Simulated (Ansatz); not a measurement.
Ansatz (a program for electronic structure) run on In (I4/mmm, 1 atom in the cell): self-consistent single point.

Method of the run: PBE, norm-conserving files (source: ansatz) (plane waves; Ansatz).

```yaml
crystal:
  lattice:
    - [-1.62987, 1.62987, 2.48243]
    - [1.62987, -1.62987, 2.48243]
    - [1.62987, 1.62987, -2.48243]
  atoms:
    - { symbol: In, position: [0.00000, 0.00000, 0.00000] }
```

Reference input (self-consistent single point, DFT, PBE, plane waves, default PAW files): basis.ecutwfc = 420 eV; kpoints.mp_grid.grid = 14 14 14; hamiltonian.xc = pbe; hamiltonian.pseudopotentials = {kind: paw} (the program's default PAW files); scf.occupations.method = fermi_dirac; scf.occupations.width = 0.1 eV. This run's input differs from it in these lines:

Ansatz 0.2 input:
```diff
@@ -9,3 +9,3 @@
 basis:
-  ecutwfc: 420.0
+  ecutwfc: 525.0
 kpoints:
@@ -14,3 +14,3 @@
   xc: pbe
-  pseudopotentials: { kind: paw }
+  pseudopotentials: { kind: nc, source: ansatz }
 scf:
```

Output, abridged:

```
SCF iter   1: F=—  HF=-1800.527294 eV  |F-HF|=—  |Δ(HF+E_count)|=         —  Δρ=9.78e-2  dr2=8.81e-1  ethr=3.10e-3  ⟨swp⟩=5.9  Hψ=17649  notcnv=0
all-band conjugate gradients solve this SCF's bands
preconditioner: auto → none
SCF iter   2: F=—  HF=-1800.214234 eV  |F-HF|=—  |Δ(HF+E_count)|=   3.13e-1  Δρ=4.68e-2  dr2=1.78e-1  ethr=3.10e-3  ⟨swp⟩=3.0  Hψ=6886  notcnv=0  defer=56
SCF iter   3: F=—  HF=-1800.148356 eV  |F-HF|=—  |Δ(HF+E_count)|=   6.59e-2  Δρ=5.90e-3  dr2=1.92e-3  ethr=1.37e-3  ⟨swp⟩=2.0  Hψ=6130  notcnv=0  defer=56
SCF iter   4: F=—  HF=-1800.148388 eV  |F-HF|=—  |Δ(HF+E_count)|=   3.20e-5  Δρ=2.56e-4  dr2=1.95e-5  ethr=1.48e-5  ⟨swp⟩=1.5  Hψ=2833  notcnv=0  defer=56
SCF iter   5: F=—  HF=-1800.148422 eV  |F-HF|=—  |Δ(HF+E_count)|=   3.42e-5  Δρ=2.31e-5  dr2=4.35e-8  ethr=7.69e-10  ⟨swp⟩=11.3  Hψ=24574  notcnv=0
SCF iter   6: F=-1800.148422 eV  HF=-1800.148422 eV  |F-HF|=1.76e-9  |Δ(HF+E_count)|=   1.47e-8  Δρ=3.78e-6  dr2=6.67e-10  ethr=3.34e-10  ⟨swp⟩=3.9  Hψ=10457  notcnv=0
SCF 1 converged in 6 iterations: F = -1800.148422 eV  dr2 = 6.67e-10
Free energy (F): -1800.148422 eV
Internal energy: -1800.134734 eV  (E = F + TS)
E sigma→0 (E₀):  -1800.141578 eV
Entropy (-TS):   -0.013688 eV (-13.688 meV/atom)
Fermi energy:    10.503312 eV
--- Forces (eV/Å), atoms counted from 1 ---
  atom   1  In     0.00000000     0.00000000     0.00000000
--- Stress (GPa, compression-positive) ---
        0.309666      -0.000000       0.000000
       -0.000000       0.309666       0.000000
        0.000000       0.000000       0.483499
  P = ⅓ Tr σ = 0.3676 GPa (3.676 kbar)
  The stress holds the Pulay correction. Without it, at fixed plane waves, as pw.x and ABINIT print it: P = -223.3537 GPa
```

The run converged in 6 iterations. Against the reference run the pressure goes from 1.61 to 0.37 GPa.

The starting cell has typed, rounded lattice constants, without a prior relaxation at this level. Its lattice was rescaled by up to half a per cent. Ansatz's pressure includes its estimate of the finite-basis (Pulay) stress. Without the estimate this run gives -223.35 GPa. The cutoff lies below the one recommended for these files.
